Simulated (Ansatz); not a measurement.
Data:

```
Rh
1.0
    0.00000     1.88980     1.88980
    1.88980     0.00000     1.88980
    1.88980     1.88980     0.00000
Rh
1
Cartesian
  0.00000   0.00000   0.00000
```

Calculation: PBEsol, DFPT electron-phonon coupling, linearised Boltzmann equation (plane waves, PAW, scalar-relativistic; Ansatz, a first-principles code). How the cell was made: relaxed with this functional, without spin-orbit coupling.

Q: What phonon-limited resistivity does this give at 300 K?

A: 4.3 μΩ·cm.

Q: How long is the mean free path there?

A: 8.3 nm, weighted by the current that each state carries. Wires not much wider than this gain resistivity from their walls.

A metal at this level (no band gap). Only scattering by harmonic phonons is included (no impurities, grain boundaries, electron-electron scattering or thermal expansion). Spin-orbit coupling is left out. Halving the electron mesh (36x36x36) moves the resistivity by up to 6 % at 300 K, the mean free path by up to 2 %. Smearing 0.20 eV; phonons on a 6x6x6 q mesh, which this run doesn't test.
